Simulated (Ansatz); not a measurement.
Structures of equal composition on the (100) surface of germanium: 1 pair of surface atoms bonded, Si on all surface atoms, H on every dangling bond; 1 pair of surface atoms bonded, Si on all atoms bonded under the surface atoms, H on every dangling bond. The slabs share one bottom face, and each structure is named by its start. These are constructed structures in small cells; real faces may alloy, dewet or reconstruct in larger ones, and not all known structures of the face are among them. Slabs of about 17 Å with all that they carry, Fermi-Dirac smearing of 0.025 eV. Bottom of the slabs: built like the top, H on every dangling bond, free. Relaxed from the named starts with such symmetry as they have, on meshes of like density; energies extrapolated to zero smearing; no spin-orbit coupling, no U. Spin-polarised runs, if any, are marked in brackets, and their order is one that fits the cell; the others ran without spin. Where a second, spin-polarised start was run, the lower counts.

Computed with PBE (plane waves to 420 eV, PAW; Ansatz, an electronic-structure program).

Task: Rank these by energy per 1x1 cell (lowest first), as PBE gives it.

Result: 1 pair of surface atoms bonded, Si on all surface atoms, H on every dangling bond (0.000 eV), 1 pair of surface atoms bonded, Si on all atoms bonded under the surface atoms, H on every dangling bond (0.149 eV)
